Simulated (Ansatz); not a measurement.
The starting structures come from a database of crystals and need not be the phases stable at ambient conditions.

 Where the default PAW files enter, the runs use the earlier of Ansatz's two default sets.

Inside the gap of an insulator the Bloch states are evanescent, with a wavenumber k + iκ along the transport direction.

Consider the following.

```
Nb2O5
1.0
    3.85882     0.00000     0.00000
    0.00000     4.01862     0.00000
    1.92941    -0.09523     6.30796
Nb O
2 5
Cartesian
  1.92941   3.67779   4.45947
  3.85882   0.24560   1.84848
  1.92941   1.87965   4.42768
  3.85882   2.04373   1.88028
  0.00000   0.00000   0.00000
  1.92941  -0.01343   2.33521
  3.85882   3.93682   3.97275
```

Space group of this cell: C2/m. The cell is strained (lengths along the current scaled by 0.97, ions clamped).

Transport runs along the normal of the first two printed cell vectors.

The gap is the functional's own, uncorrected, and κ follows it; spin-orbit coupling is left out. Mid-gap values are interpolated between the computed energies.

Question: Estimate the band gap and the smallest decay constant κ at mid-gap that Ansatz (a first-principles code) with r2SCAN returns for this system.

Answer: Gap 2.63 eV on a 8×8×8 mesh; κ = 0.336 1/Å, at (0.500, 0.000) of the in-plane reciprocal vectors. At the zone centre, at the nearest computed energy, the slowest state has κ = 0.42 1/Å.
